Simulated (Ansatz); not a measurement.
## How the lattice constant a of MgO (model structure, Fm-3m, No. 225, 6 atoms in the cell) moves with the method

No measured value is used here.

| level (code) | value (Å) |
|---|---|
| LDA (Ansatz) | 4.160 |
| PBE (Ansatz) | 4.254 |
| PBEsol (Ansatz) | 4.215 |
| PBE-D3(BJ) (Ansatz) | 4.208 |
| r²SCAN (Ansatz) | 4.204 |

Cutoffs differ between the levels. Ansatz's density-functional and Hartree–Fock values are scalar-relativistic unless marked +SOC, with PAW data made under PBE.

A model structure was made by putting elements into a prototype or built by hand; here it ended with the formula and space group of a phase in our tables.

Ansatz is an electronic-structure program.
